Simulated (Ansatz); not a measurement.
Start from BAs in the zinc blende structure (space group F-43m, No. 216; a = 4.7322 Å). Axes: x, y, z lie along the cube axes.

Calculations: plane-wave PAW DFT at the LDA level (Ansatz, an electronic-structure program, 420 eV), no spin-orbit coupling.

Strains are applied to the cell and any free atomic positions relax; under biaxial strain the out-of-plane vector relaxes too.

One change was made to it. Results:

```tsv
quantity	base	after
shortest interatomic distance	2.049 Å	2.054 Å
pressure (mean of the normal stresses, compression positive)	0.0 kbar	-10.7 kbar
```

Which change produced these results?
A. biaxial strain +2.00 %, plane normal [001], relaxed out of plane
B. biaxial strain +0.50 %, plane normal [001], relaxed out of plane
C. biaxial strain −3.00 %, plane normal [001], relaxed out of plane
D. biaxial strain +1.50 %, plane normal [001], relaxed out of plane

B, biaxial strain +0.50 %, plane normal [001], relaxed out of plane. For comparison, the pressure in the other runs: biaxial strain +1.50 %, plane normal [001], relaxed out of plane gives -30.8 kbar; biaxial strain +2.00 %, plane normal [001], relaxed out of plane gives -40.3 kbar; biaxial strain −3.00 %, plane normal [001], relaxed out of plane gives 73.0 kbar.

Stability against distortions was not tested.
